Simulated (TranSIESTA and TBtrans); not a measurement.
Device: Na chain with one bond stretched by 3.0 Å. Leads: straight Na chain, spacing 3.3 Å. Geometry: as built, not relaxed. Transport runs along z; the first 6 and the last 6 of the 18 atoms are the lead cells, repeated to infinity.

```xyz
18
Lattice="9.000 0.000 0.000 0.000 9.000 0.000 0.000 0.000 62.400" Properties=species:S:1:pos:R:3 pbc="F F T"
Na     4.500     4.500     0.000
Na     4.500     4.500     3.300
Na     4.500     4.500     6.600
Na     4.500     4.500     9.900
Na     4.500     4.500    13.200
Na     4.500     4.500    16.500
Na     4.500     4.500    19.800
Na     4.500     4.500    23.100
Na     4.500     4.500    26.400
Na     4.500     4.500    32.700
Na     4.500     4.500    36.000
Na     4.500     4.500    39.300
Na     4.500     4.500    42.600
Na     4.500     4.500    45.900
Na     4.500     4.500    49.200
Na     4.500     4.500    52.500
Na     4.500     4.500    55.800
Na     4.500     4.500    59.100
```

Run with TranSIESTA and TBtrans (open boundaries, self-consistent; PseudoDojo norm-conserving potentials, scalar-relativistic): PAO.BasisSize DZP, PAO.EnergyShift 0.15 eV, XC.Authors PBE, Mesh.Cutoff 200 Ry, ElectronicTemperature 300 K, TS.Voltage 0.0 eV, TBT.Elecs.Eta 0.001 eV, no spin polarisation.

Energies count from the leads' Fermi level. Transmissions are for one spin of a degenerate pair. The energy step is 0.01 eV; narrower resonances are cut or missed.

| E (eV) | T |
|---|---|
| -0.20 | 0.111 |
| -0.15 | 0.122 |
| -0.10 | 0.130 |
| -0.05 | 0.137 |
| 0.00 | 0.141 |
| 0.05 | 0.145 |
| 0.10 | 0.147 |
| 0.15 | 0.148 |
| 0.20 | 0.149 |

Task: Give the zero-bias conductance in μS and the resistance at 300 K.

Result: At the Fermi level T = 0.141. Averaged with −∂f/∂E over the full grid (kT = 25.9 meV) it is 0.141. With G0 = 2e²/h = 77.48 μS, G = 10.9 μS and R = 1/G = 91.7 kΩ.

Task: Estimate the thermopower by Mott's formula S = −(π²/3)(kB²T/e) d ln T/dE from the rows at -0.05 and 0.05 eV.

Result: d ln T/dE = 0.568 eV⁻¹ and (π²/3) kB²T/e = 7.33 μV/K · eV, so S = -4.2 μV/K; the full integral gives -4.4 μV/K. A negative sign means that T rises with energy over the thermal window.

Task: The eigenchannels at the Fermi level transmit 0.141. What Fano factor of the shot noise follows at low temperature and bias?

Result: F = Σ τ(1 − τ)/Σ τ = 0.121/0.141 = 0.86.

The straight chain is held at its spacing; free chains may zigzag or dimerise. No spin-polarised start was tried, so a magnetic state, if there is one, is missed.
